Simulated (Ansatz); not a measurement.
# Hypothetical diamond Cu, pressure series

The reference is Cu in the diamond structure (space group Fd-3m, No. 227; a = 5.3514 Å; a hypothetical phase, not in the database extracts checked).

Cell and atoms are relaxed at each pressure.

Level of theory: PBE (Ansatz, a program for electronic structure, PAW, no SOC).

Notes on the quantities. enthalpy: H = E + PV relative to the base's energy.

```
case                 density       enthalpy  shortest interatomic distance
----------------  ----------  -------------  -----------------------------
base              5.51 g/cm³              –                     4.379 bohr
pressure −2 GPa   5.29 g/cm³  -0.24 eV/atom                     4.439 bohr
pressure −1 GPa   5.40 g/cm³  -0.12 eV/atom                     4.407 bohr
pressure 0.3 GPa  5.54 g/cm³  +0.04 eV/atom                     4.371 bohr
pressure 0.7 GPa  5.58 g/cm³  +0.08 eV/atom                     4.361 bohr
pressure 1.5 GPa  5.65 g/cm³  +0.18 eV/atom                     4.342 bohr
pressure 3 GPa    5.78 g/cm³  +0.35 eV/atom                     4.308 bohr
pressure 5 GPa    5.94 g/cm³  +0.57 eV/atom                     4.270 bohr
pressure 7.5 GPa  6.12 g/cm³  +0.85 eV/atom                     4.228 bohr
pressure 10 GPa   6.28 g/cm³  +1.11 eV/atom                     4.191 bohr
```

Load acts through the strain it causes; cell and atoms are relaxed under it. Stability against distortions was not tested. No other phases were tried under pressure. The final runs are not spin-polarised.
